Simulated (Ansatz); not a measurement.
Consider Rh in the fcc (Cu type) structure (space group Fm-3m, No. 225; a = 3.802 Å; relaxed with 0.1 eV smearing). Axes: x, y, z lie along the cube axes.

Structures relaxed with plane-wave PAW DFT at the r2SCAN level (Ansatz, an electronic-structure program, 500 eV), without spin-orbit coupling.

Base:

Simulated powder pattern, Co Kα, λ = 1.79026 Å (kinematic, ideal powder, no thermal factors, no anomalous dispersion; the 14 strongest lines at most, above 2 %, up to 2θ = 90°):

```
2θ (°)  I/Imax (%)    hkl
------  ----------  -----
48.14          100  (111)
56.19           47  (200)
83.52           31  (220)
```

Now apply this change: biaxial strain +0.42 %, plane normal [111], relaxed out of plane (Cartesian); in-plane vectors clamped, the third vector and the atoms free.

Q: Predict the new powder pattern.

A: 
Simulated powder pattern, Co Kα, λ = 1.79026 Å (kinematic, ideal powder, no thermal factors, no anomalous dispersion; the 14 strongest lines at most, above 2 %, up to 2θ = 90°):

| 2θ (°) | d (Å) | I/Imax (%) | hkl |
|---|---|---|---|
| 47.96 | 2.202 | 100 | (1 1 -1) |
| 48.26 | 2.190 | 33 | (111) |
| 56.07 | 1.905 | 62 | (200) |
| 83.09 | 1.350 | 20 | (2 0 -2) |
| 83.53 | 1.344 | 20 | (220) |

The indices refer to the base's conventional cell; one index is shown for lines that coincide. The space group is now R-3m (No. 166).

Stability against distortions was not tested. All final runs are without spin polarisation.
